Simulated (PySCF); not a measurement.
PySCF 2.14.0, BP86/def2-svp, df: Ta(NH)(OH)2(OSiH3) ([NH]=[Ta]([OH])([OH])[O][SiH3]), 12 atoms. The geometry is a generated start, not checked to be a minimum at this level.

```yaml
task: energy
method: bp86
basis: def2-svp
two_electron_scheme: density fitting
mol.max_memory: 3000 MB
mf.max_cycle: 100
mf.init_guess: minao (default)
mf.conv_tol: 1e-09 (default)
mf.grids.level: 3 (default)
effective_core_potentials: those of the basis set, past Kr
basis_functions: 136
grid_points: 158184
```

```xyz
12

Ta    -0.4695    -0.0647     0.9279
N     -1.5927    -1.4119     0.5551
H     -2.1547    -2.2379     0.4218
O      0.5431    -0.4097     2.4490
H      0.7745    -0.9210     3.2275
O     -1.5711     1.4671     1.0915
H     -2.5041     1.6860     1.0430
O      0.6847     0.1477    -0.5798
Si     1.4152     0.3819    -1.9958
H      0.6974    -0.3796    -3.0259
H      2.8010    -0.0845    -1.8353
H      1.3763     1.8266    -2.2790
```

Charge 0 and multiplicity 1 are set for this test and not shown to be the ground state.

With the defaults (mf.DIIS = CDIIS, mf.diis_space = 8, mf.diis = true, mf.level_shift = 0, mf.damp = 0, mf.diis_start_cycle = 1) it converges in 16 Fock builds. One run each on 2 threads, 1 BLAS thread, with these changes:
- mf.DIIS = EDIIS
- mf.damp = 0.3, mf.diis_start_cycle = 4
- mf.diis = false
- mf.level_shift = 1 Hartree
- mf.diis_space = 12
- mf.DIIS = ADIIS
- mf.diis_space = 5
- mf.level_shift = 0.1 Hartree
- mf.diis_space = 3

Q: Which runs fail or end elsewhere than the default run?

A: No convergence: mf.DIIS = EDIIS; mf.diis_space = 3; mf.diis = false (the run ends without SCF convergence in 100 cycles). The rest reach the solution of the defaults.

```csv
setting,Fock builds,end
mf.level_shift = 0.1 Hartree,15,same solution
the defaults,16,same solution
mf.diis_space = 12,16,same solution
mf.diis_space = 5,21,same solution
"mf.damp = 0.3, mf.diis_start_cycle = 4",25,same solution
mf.DIIS = ADIIS,32,same solution
mf.level_shift = 1 Hartree,38,same solution
mf.DIIS = EDIIS,101,no convergence
mf.diis_space = 3,101,no convergence
mf.diis = false,101,no convergence
```
